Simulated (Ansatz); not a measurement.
**TiAl (space group P4/mmm, No. 123)**

```
TiAl
1.0
    2.79703     0.00000     0.00000
    0.00000     2.79703     0.00000
    0.00000     0.00000     4.03197
Al Ti
1 1
Direct
  0.50000   0.50000   0.50000
  0.00000   0.00000   0.00000
```

The values are results of PBEsol, PAW, 420 eV (Ansatz, a first-principles code; no spin-orbit coupling), earlier PAW set, not measurements. Γ-centred 17×17×12 mesh, Fermi–Dirac width 0.05 eV.

| Property | Value |
|---|---|
| Volume per atom | 15.77 Å³ |
| Density | 3.94 g/cm³ |
| Band gap | zero |
| Total energy | -1499.635 eV/atom (σ→0; compares only within this code and set-up) |

No phonon test of stability was made. All final runs are without spin polarisation.
